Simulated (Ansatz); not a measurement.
**Pressure series in GaN**

Base system: GaN in the wurtzite structure (space group P6_3mc, No. 186; a = 3.152 Å, c = 5.138 Å).

Cell and atoms are relaxed at each pressure.

The values are results of Kohn–Sham DFT with the LDA functional, run in Ansatz (an electronic-structure program) with PAW and 420 eV plane waves, without spin-orbit coupling, not measurements.

| P (GPa) | V (Å³/atom) |
|---|---|
| -2.00 | 11.163 |
| -0.99 | 11.106 |
| 0.90 | 11.003 |
| 2.10 | 10.940 |
| 4.50 | 10.819 |
| 9.00 | 10.611 |
| 15.00 | 10.362 |
| 22.50 | 10.089 |
| 30.00 | 9.847 |

Fit a third-order Birch–Murnaghan equation of state.

Least squares on P(V) = (3B₀/2)[(V₀/V)^(7/3) − (V₀/V)^(5/3)]·[1 + (3/4)(B₀′ − 4)((V₀/V)^(2/3) − 1)] gives V₀ = 11.05 Å³/atom, B₀ = 203 GPa and B₀′ = 4.3.

Between the base and pressure 22.5 GPa the gap moves from 2.13 eV to 2.74 eV, a mean slope of 27 meV/GPa.

Load acts through the strain it causes; cell and atoms are relaxed under it. Whether these cells are dynamically stable was not tested. Tetrahedral semiconductors of this kind turn to denser phases somewhere between about 1 and 50 GPa; those were not computed, so compressed cells here can lie past the real transition.
